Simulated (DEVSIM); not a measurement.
System: Au/SiO2/n-Si capacitor, at 300 K.

Layer 1 from the left is SiO2, thickness (nm) 2.90. Layer 2 from the left is Si, thickness (nm) 1100, Nd (cm⁻³) 2.8e17.

Metal gate on the left, work function 5.1 eV. Fixed charge at the semiconductor interface -6.2e10 cm⁻² (in units of +e); no interface traps.

The device is made up for the run: typed textbook-type constants, with dimensions and the other settings drawn at random. Values at 300 K.

SiO2: gap (eV) 9, affinity (eV) 0.9, permittivity 3.9. Si: gap (eV) 1.124, affinity (eV) 4.05, permittivity 11.7, Nc (cm⁻³) 2.86e19, Nv (cm⁻³) 3.1e19.

Estimate by hand the flat-band voltage, the threshold voltage, and compare with a numerical solution.


- Flat-band voltage: C = 1.19 μF/cm², work-function difference 0.930 V; VFB = φms − qNf/C = 0.94 V; numerical 0.94 V.
- Threshold voltage: φF = 0.441 V, depletion charge √(4εqNφF) = 2.86e-7 C/cm²; VT = VFB − 2φF − Qd/C = -0.18 V; numerical -0.18 V.

Model (solved in DEVSIM): 1D Poisson equation in equilibrium, Boltzmann statistics, complete ionisation; no quantum confinement or tunnelling. Metal contacts follow the ideal Schottky-Mott rule: no Fermi-level pinning, no interface dipoles.
